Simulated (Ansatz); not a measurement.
Cost and result by functional for the adsorption energy of CH3 on the 1x1 (110) surface of bcc Ta, one in a 2x2 cell, started at the site 'top Ta', in Ansatz (plane waves, PAW). Single points on the PBE structure, on one kind of machine; costs are rough ratios of the slab run's core time (references not counted) to the cheapest single point. r2SCAN's cost holds its higher cutoff (500 against 420 eV). Differences are taken against r2SCAN for comparison alone: no measured value is at hand, so the table doesn't rank accuracy.

Model: 20-atom slab, 6.8 Å thick at the start under the adsorbate (thin: gaps and levels are the slab's own), 5x5x1 mesh, Fermi-Dirac 0.1 eV, dipole correction, 8 atoms held, the rest relaxed; no symmetry held; spin-polarised, no spin-orbit, no U, no dispersion correction. The starting moment vanished. At the end it is bonded to 3 Ta. In PBE it is, or lies within 0.03 eV of, the lowest of the starts that converged. These notes are the PBE run's. r2SCAN: The program's check for a lower electronic state was not made. Adsorption energies are against CH4(g) − ½ H2(g). A negative adsorption energy means that the adsorbate is more stable on the surface than in its reference.

| functional | relative cost | adsorption energy (eV) | less r2SCAN (eV) |
|---|---|---|---|
| RPBE | 1 | 0.19 | 0.49 |
| r2SCAN | 2 | -0.31 | 0.00 |
| PBE (the relaxed run's value) | – | -0.07 | 0.23 |

The values span 0.49 eV, while the single points' costs differ by a factor of roughly 2. Differences are of unrounded values.

Ansatz is a first-principles code.
